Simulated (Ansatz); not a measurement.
The reference is Eu in the bcc (W type) structure (space group Im-3m, No. 229; a = 4.2330 Å; ferromagnetic).

Structures relaxed with Ansatz (a first-principles code), PBEsol, PAW, cutoff 420 eV, no spin-orbit coupling, earlier PAW set.

Base:

Simulated powder pattern, Cu Kα1, λ = 1.54056 Å (kinematic, ideal powder, no thermal factors, no anomalous dispersion; the 10 strongest lines at most, above 2 %, up to 2θ = 90°):

```csv
2θ (°),I/Imax (%),hkl
29.83,100,(110)
42.69,19,(200)
52.94,40,(211)
61.95,12,(220)
70.26,17,(310)
78.15,4.3,(222)
85.82,21,(321)
```

It is then changed as follows: hydrostatic tension (pressure −1 GPa).

Q: Predict the new powder pattern.

A: 
Simulated powder pattern, Cu Kα1, λ = 1.54056 Å (kinematic, ideal powder, no thermal factors, no anomalous dispersion; the 10 strongest lines at most, above 2 %, up to 2θ = 90°):

| 2θ (°) | I/Imax (%) | hkl |
|---|---|---|
| 29.13 | 100 | (110) |
| 41.67 | 19 | (200) |
| 51.65 | 41 | (211) |
| 60.40 | 13 | (220) |
| 68.44 | 17 | (310) |
| 76.06 | 4.3 | (222) |
| 83.43 | 21 | (321) |

The indices refer to the base's conventional cell; one index is shown for lines that coincide.

Other magnetic orders, which the real material may have, were not ruled out. The state of the 4f shell was not checked for lower solutions. Load acts through the strain it causes; cell and atoms are relaxed under it. Whether these cells are dynamically stable was not tested.
